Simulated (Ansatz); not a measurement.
## Phonon-limited transport in PdIn (Pm-3m)

```
InPd
1.0
    3.24868     0.00000     0.00000
    0.00000     3.24868     0.00000
    0.00000     0.00000     3.24868
In Pd
1 1
Cartesian
  0.00000   0.00000   0.00000
  1.62434   1.62434   1.62434
```

Level of theory: PBEsol, DFPT electron-phonon coupling, linearised Boltzmann equation (plane waves, PAW, scalar-relativistic; Ansatz, a quantum-chemistry and plane-wave program). Cell: relaxed with this functional, without spin-orbit coupling.

```yaml
resistivity at 300 K: 13.0 μΩ·cm
resistivity at 77 K: 2.8 μΩ·cm
electron mean free path at 300 K (weighted by the current that each state carries): 7.7 nm
electron-phonon coupling λ: 0.56
transport coupling λ_tr: 0.70
logarithmic_mean_phonon_energy: 8.1 meV
density of states at the Fermi level: 0.34 states/(eV·spin·cell)
drude_plasma_energy: 7.7 eV
Hall coefficient at 300 K: 7.0 ×10⁻¹¹ m³/C
Tc for μ* = 0.10 (anisotropic Eliashberg): 1.83 K
Tc for μ* = 0.13 (anisotropic Eliashberg): 1.26 K
```

A metal at this level (no band gap). Only scattering by harmonic phonons is included (no impurities, grain boundaries, electron-electron scattering or thermal expansion). Spin-orbit coupling is left out. Spin fluctuations, which work against superconductivity with these elements, are left out. For metals of groups 4 to 10, Tc at these values of μ* can lie well above the measured one. The self-energy correction of the phonons between q points moved λ by 8 %. The run warned that the eigensolver left some states short of its tolerance. Halving the electron mesh (28x28x28) moves the resistivity by up to 6 % at 300 K, the mean free path by up to 5 %, the coupling by up to 2 %, Tc by up to 4 %. Smearing 0.20 eV; phonons on a 4x4x4 q mesh, which this run doesn't test and which matters most at low temperature. Tc comes from the anisotropic Migdal-Eliashberg equations with μ*, a chosen number, referred to 9.9 meV.

Computed structure, not matched to a measured one here, so possibly hypothetical: PdIn (Pm-3m).
